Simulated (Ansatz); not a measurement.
## How the lattice constant a of Mo2Si (model structure, started from the Ni2In type, P6₃/mmc, No. 194, 6 atoms in the cell) moves with the method

No measured value is used here.

```tsv
level (code)	value (Å)
PBE (Ansatz)	4.461
PBEsol (Ansatz)	4.420
PBE-D3(BJ) (Ansatz)	?
```

Problem. Some entries are withheld; supply them.

Solution. 
- PBE-D3(BJ) (Ansatz, a quantum-chemistry and plane-wave program), value (Å): 4.412

Ansatz's density-functional and Hartree–Fock values are scalar-relativistic unless marked +SOC, with PAW data made under PBE.

A model structure was made by putting elements into a prototype or built by hand; it is no filed structure, need not be a known phase, and can be a saddle point held by its symmetry.
